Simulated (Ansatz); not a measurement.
System: Sb (model structure, started from the diamond type, Fd-3m, No. 227, 2 atoms in the cell). Method: LDA in Ansatz (PAW).

Numerical settings: plane-wave cutoff 520 eV, 16×16×16 k mesh, Fermi–Dirac smearing 0.05 eV, scalar-relativistic PAW data made under PBE.

Cell (relaxed at this level):

```cif
data_Sb2
_chemical_formula_sum 'Sb2'
_space_group_name_H-M_alt 'P 1'
_space_group_IT_number 1
_cell_length_a 4.81801
_cell_length_b 4.81801
_cell_length_c 4.81801
_cell_angle_alpha 60.000
_cell_angle_beta 60.000
_cell_angle_gamma 60.000
loop_
_space_group_symop_operation_xyz
  'x, y, z'
loop_
_atom_site_label
_atom_site_type_symbol
_atom_site_fract_x
_atom_site_fract_y
_atom_site_fract_z
_atom_site_occupancy
Sb1 Sb 0.25000 0.25000 0.25000 1
Sb2 Sb 0.00000 0.00000 0.00000 1
```

Task: What does this level give for the bulk modulus B0?

Result: 
- bulk modulus B0: 37.5 GPa

The run finds no gap.

Note: the bulk modulus is −V dP/dV from two relaxed cells at ±2 % in volume; the relaxation could raise the start's symmetry but not lower it, so the cell can be a saddle point.

Spin–orbit coupling is not included; it can open a gap where bands touch, and shift volumes and moduli.

The computed numbers hold no vibrational or temperature effects.

The result took very roughly 70 core-seconds.

A model structure was made by putting elements into a prototype or built by hand; it is no filed structure, need not be a known phase, and can be a saddle point held by its symmetry.

Ansatz is a quantum-chemistry and plane-wave program.
